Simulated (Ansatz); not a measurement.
# GaGeTe (R-3m, No. 166, 6 atoms in the cell; start mp-8211)

All values below come from PBEsol in Ansatz (plane waves, PAW).

Run with plane-wave cutoff 500 eV, 12×12×12 k mesh, Fermi–Dirac smearing 0.05 eV, scalar-relativistic PAW data made under PBE.

Cell (relaxed at this level):

```
CELL_PARAMETERS angstrom
      2.02497     1.16911    11.64199
     -2.02497     1.16911    11.64199
      0.00000    -2.33823    11.64199
ATOMIC_POSITIONS crystal
  Ga 0.25224 0.25224 0.25224
  Ga 0.74776 0.74776 0.74776
  Ge 0.32188 0.32188 0.32188
  Ge 0.67812 0.67812 0.67812
  Te 0.11739 0.11739 0.11739
  Te 0.88261 0.88261 0.88261
```

```
Property                                               Value
--------  --------------------------------------------------
band gap  0.12 eV (under three smearing widths, so not firm)
```

Note: the relaxation could not lower the start's symmetry, so the cell can be a saddle point above a distorted one; the cell has widely spaced layers and the level no dispersion term, so their spacing and the moduli can rest on weak binding.

Spin–orbit coupling is not included; with these elements it can move the gap by several tenths of an eV or more.

The computed numbers hold no vibrational or temperature effects.

A start named mp-… is a Materials Project structure, which need not be a measured phase.

Ansatz is a first-principles code.
